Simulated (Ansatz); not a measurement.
Take GaN (space group P4_2/mnm, No. 136; a = 5.470 Å, c = 3.183 Å; a hypothetical phase, not in the database extracts checked) as the base. Axes: x, y, z lie along a, b, c of the conventional cell.

Modification: strain tensor (xx, yy, zz, yz, xz, xy) = (−0.83, +1.04, +1.77, −0.87, +1.86, +1.29) %, atoms relaxed at fixed cell.

Levels (all Ansatz, a program for electronic structure, PAW): PBEsol (420 eV, spin-orbit coupling left out); r2SCAN (500 eV, without spin-orbit coupling); HSE06 (420 eV, scalar-relativistic without spin-orbit coupling).

At the geometry relaxed with PBEsol, these levels gave the following band gaps, in shuffled order: (a) 1.56 eV, (b) 2.84 eV, (c) 2.01 eV.

Question: Match each gap to its level.

Answer: (a) PBEsol; (b) HSE06; (c) r2SCAN.

Single points use the geometry relaxed with PBEsol. Whether these cells are dynamically stable was not tested.
